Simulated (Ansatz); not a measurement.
We consider InGaN₂ (P3m1, No. 156, 4 atoms in the cell; start mp-1223660), described by PBEsol (PAW; Ansatz, a program for electronic structure).

Settings: plane-wave cutoff 520 eV, 12×12×6 k mesh (along the axes of the cell as run), Fermi–Dirac smearing 0.01 eV, scalar-relativistic PAW data made under PBE.

Cell (relaxed at this level):

GaInN₂ is modelled in the trigonal space group P3m1 (No. 156), Pearson symbol hP4. Conventional cell: a = b = 3.353 Å, c = 5.500 Å, α = β = 90.00°, γ = 120.00°. In on 1a is surrounded by 4 N at 2.102–2.170 Å (tetrahedral). Ga on 1c sees 1 N at 1.924 Å and 3 N at 2.023 Å (tetrahedral). N1 on 1c sees 1 Ga at 1.924 Å and 3 In at 2.102 Å (tetrahedral). N2 on 1a is coordinated by 3 Ga at 2.023 Å and 1 In at 2.170 Å (tetrahedral). (Neighbours: up to the widest gap in distance over summed covalent radii, below 1.35, at either atom; cation-cation and far metal-metal contacts left out.)

Give the computed band gap.


* **band gap**: 0.31 eV

Spin–orbit coupling is not included.

Computed values are for the static lattice.

It cost about 23 core-seconds (a rough figure) of CPU time.

A start named mp-… is a Materials Project structure, which need not be a measured phase.
